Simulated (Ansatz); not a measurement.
The reference is Si in the diamond structure (space group Fd-3m, No. 227).

```yaml
crystal:
  lattice:
    - [0.00000, 2.70105, 2.70105]
    - [2.70105, 0.00000, 2.70105]
    - [2.70105, 2.70105, 0.00000]
  atoms:
    - { symbol: Si, position: [0.00000, 0.00000, 0.00000] }
    - { symbol: Si, position: [0.25000, 0.25000, 0.25000] }
```

Cartesian axes are those of the cell as printed.

Level of theory: Kohn–Sham DFT with the LDA functional, run in Ansatz (an electronic-structure program) with PAW and 420 eV plane waves, spin-orbit coupling left out.

One thing is altered: the cell is stretched by 1.00 % along z with no lateral relaxation, atoms relaxed at fixed cell.

Task: Predict the stress tensor and what it implies for the stiffness.

Result: Stress of the strained cell less that of the base (GPa, compression positive):
```
  -0.62    0.00    0.00
   0.00   -0.62    0.00
   0.00    0.00   -1.59
```

Then −Δσ_ii/ε with ε = 0.0100 gives relaxed-ion elastic constants: C33 ≈ 159 GPa, C13 ≈ 62 GPa and C23 ≈ 62 GPa.

Stability against distortions was not tested.
